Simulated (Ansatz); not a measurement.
**Si: Si → Ti**

Start from Si in the diamond structure (space group Fd-3m, No. 227; a = 5.4336 Å).

Modification: every Si is replaced by Ti; the structure is relaxed again.

Method: PBEsol (Ansatz, an electronic-structure program; PAW; 420 eV plane waves; scalar-relativistic without spin-orbit coupling), earlier PAW set. Γ-centred 15×15×15 mesh, Fermi–Dirac width 0.05 eV, for the changed cell.

```json
[
 {"quantity": "volume per atom", "base": "20.05 Å³", "changed": "21.01 Å³", "shift": "+0.96 Å³"},
 {"quantity": "density", "base": "2.33 g/cm³", "changed": "3.78 g/cm³", "shift": "+1.457 g/cm³"},
 {"quantity": "lattice parameter a", "base": "5.434 Å", "changed": "5.519 Å", "shift": "+0.085 Å"},
 {"quantity": "shortest interatomic distance", "base": "2.353 Å", "changed": "2.390 Å", "shift": "+0.037 Å"},
 {"quantity": "band gap", "base": "0.47 eV", "changed": "zero", "shift": "–"}
]
```

Final structure:

```
CELL_PARAMETERS angstrom
      0.00000     2.75936     2.75936
      2.75936     0.00000     2.75936
      2.75936     2.75936     0.00000
ATOMIC_POSITIONS crystal
  Ti 0.00000 0.00000 0.00000
  Ti 0.25000 0.25000 0.25000
```

Whether these cells are dynamically stable was not tested. As relaxed here, Ti is a hypothetical phase, not in the database extracts checked. All final runs are without spin polarisation. Ti has a high density of states at the Fermi level and may be magnetic at this level.
